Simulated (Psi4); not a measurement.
Psi4 1.11, HF/def2-svpd: Ti(Cl)(OH)3 ([OH][Ti]([OH])([OH])[Cl]), 8 atoms. The geometry is a generated start, not checked to be a minimum at this level.

- task: energy
- method: scf
- basis: def2-svpd
- memory: 3 GB
- maxiter: 100
- keys of the molecule block: symmetry c1
- scf_type: df (default)
- diis_max_vecs: 10 (default)
- e_convergence: 1e-06 (default)
- d_convergence: 1e-06 (default)
- basis functions: 154

```xyz
8

Ti     0.1885     0.1088    -0.1098
Cl     1.9309     0.9180    -1.0634
O      0.7216    -0.4285     1.4099
H      0.7595    -0.7917     2.2960
O     -0.3080    -1.1726    -1.1082
H     -0.7001    -2.0021    -1.3863
O     -0.9134     1.3973    -0.0472
H     -1.6790     1.9708     0.0090
```

Charge 0 and multiplicity 1 are set for this test and not shown to be the ground state.

With the defaults (diis = true, scf_initial_accelerator = adiis, damping_percentage = 0, guess = auto, which took SAD, level_shift = 0, level_shift_cutoff = 0.01, soscf = false, soscf_start_convergence = 0.01) it converges in 9 SCF iterations. One run each on 2 threads, with these changes:
- guess = sapgau
- soscf = true
- scf_initial_accelerator = none
- guess = modhuckel
- diis = false, scf_initial_accelerator = none, damping_percentage = 60
- level_shift = 0.1, level_shift_cutoff = 0.001
- guess = sadno
- soscf = true, soscf_start_convergence = 0.1
- level_shift = 0.5, level_shift_cutoff = 0.001

Task: Name the settings that don't reach the solution of the defaults.

Result: No convergence: diis = false, scf_initial_accelerator = none, damping_percentage = 60 (the run ends without SCF convergence in 100 iterations). The rest reach the solution of the defaults.

```json
[
 {"setting": "soscf = true, soscf_start_convergence = 0.1", "SCF iterations": "6", "JK calls": "22", "end": "same solution"},
 {"setting": "soscf = true", "SCF iterations": "6", "JK calls": "22", "end": "same solution"},
 {"setting": "level_shift = 0.1, level_shift_cutoff = 0.001", "SCF iterations": "8", "JK calls": "9", "end": "same solution"},
 {"setting": "level_shift = 0.5, level_shift_cutoff = 0.001", "SCF iterations": "8", "JK calls": "9", "end": "same solution"},
 {"setting": "the defaults", "SCF iterations": "9", "JK calls": "10", "end": "same solution"},
 {"setting": "guess = modhuckel", "SCF iterations": "9", "JK calls": "34", "end": "same solution"},
 {"setting": "scf_initial_accelerator = none", "SCF iterations": "9", "JK calls": "10", "end": "same solution"},
 {"setting": "guess = sadno", "SCF iterations": "9", "JK calls": "9", "end": "same solution"},
 {"setting": "guess = sapgau", "SCF iterations": "11", "JK calls": "11", "end": "same solution"},
 {"setting": "diis = false, scf_initial_accelerator = none, damping_percentage = 60", "SCF iterations": "100", "JK calls": "101", "end": "no convergence"}
]
```

An SOSCF iteration holds several JK calls; a Hückel guess adds calls on atoms.
